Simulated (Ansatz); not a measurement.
**Hypothetical zinc blende SnSe: pressure series**

Start from SnSe in the zinc blende structure (space group F-43m, No. 216; a hypothetical phase, not in the database extracts checked).

```yaml
crystal:
  lattice:
    - [0.00000, 3.38930, 3.38930]
    - [3.38930, 0.00000, 3.38930]
    - [3.38930, 3.38930, 0.00000]
  atoms:
    - { symbol: Se, position: [0.75000, 0.75000, 0.75000] }
    - { symbol: Sn, position: [0.00000, 0.00000, 0.00000] }
```

Cell and atoms are relaxed at each pressure.

Computed with PBE (Ansatz, a quantum-chemistry and plane-wave program), without spin-orbit coupling.

Notes on the quantities. enthalpy: H = E + PV relative to the base's energy.

```csv
change,band gap,lattice parameter a,enthalpy
base,0.05 eV,6.779 Å,–
pressure −2 GPa,0.28 eV,6.951 Å,-0.50 eV/atom
pressure −1 GPa,0.16 eV,6.858 Å,-0.25 eV/atom
pressure 0.3 GPa,zero,6.757 Å,+0.07 eV/atom
pressure 0.7 GPa,zero,6.729 Å,+0.17 eV/atom
pressure 1.5 GPa,zero,6.677 Å,+0.36 eV/atom
pressure 3 GPa,zero,6.589 Å,+0.70 eV/atom
pressure 5 GPa,zero,6.485 Å,+1.13 eV/atom
pressure 7.5 GPa,zero,6.374 Å,+1.65 eV/atom
pressure 10 GPa,zero,6.280 Å,+2.15 eV/atom
```

Load acts through the strain it causes; cell and atoms are relaxed under it. Whether these cells are dynamically stable was not tested. No other phases were tried under pressure. The final runs are not spin-polarised. Gaps under 0.05 eV, about the width of the smearing, are given as zero. The zero or small gap of SnSe can change with the level of theory.
